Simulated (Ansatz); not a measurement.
**BeI$_{2}$ (space group Ibam, No. 72; made of chains)**

```cif
data_Be4I8
_chemical_formula_sum 'Be4 I8'
_space_group_name_H-M_alt 'Ibam'
_space_group_IT_number 72
_space_group_name_Hall '-I 2 2c'
_cell_length_a 6.18339
_cell_length_b 11.36863
_cell_length_c 6.00570
_cell_angle_alpha 90.000
_cell_angle_beta 90.000
_cell_angle_gamma 90.000
loop_
_space_group_symop_operation_xyz
  'x, y, z'
  '-x, -y, -z'
  '-x, -y, z'
  'x, y, -z'
  'x, -y, -z+1/2'
  '-x, y, z+1/2'
  '-x, y, -z+1/2'
  'x, -y, z+1/2'
  'x+1/2, y+1/2, z+1/2'
  '-x+1/2, -y+1/2, -z+1/2'
  '-x+1/2, -y+1/2, z+1/2'
  'x+1/2, y+1/2, -z+1/2'
  'x+1/2, -y+1/2, -z'
  '-x+1/2, y+1/2, z'
  '-x+1/2, y+1/2, -z'
  'x+1/2, -y+1/2, z'
loop_
_atom_site_label
_atom_site_type_symbol
_atom_site_symmetry_multiplicity
_atom_site_Wyckoff_symbol
_atom_site_fract_x
_atom_site_fract_y
_atom_site_fract_z
_atom_site_occupancy
Be1 Be 4 a 0.00000 0.00000 0.25000 1
I1 I 8 j 0.28470 0.38304 0.00000 1
```
(The calculation used a cell of 6 atoms; values per cell refer to that cell.)

Calculations: PBEsol (Ansatz, an electronic-structure program; PAW; 420 eV plane waves; scalar-relativistic without spin-orbit coupling). k-mesh 8×8×8 (Γ-centred); smearing 0.05 eV (Fermi–Dirac).

```yaml
volume_per_atom: 35.18 Å³
density: 4.13 g/cm³
band_gap: 3.88 eV, indirect, Σ₀–Γ (13 % along) → G₀–X (50 % along)
electron_mass: 0.69 mₑ along a, 1.3 mₑ along b, 0.82 mₑ along c
total_energy: -4985.522 eV/atom (σ→0; compares only within this code and set-up)
```

Spin-orbit coupling, missing from the scalar runs, can matter with I. Effective masses come from finite differences of ±0.01 Å⁻¹. Stability against distortions was not tested. No dispersion term is included in the PBEsol runs.
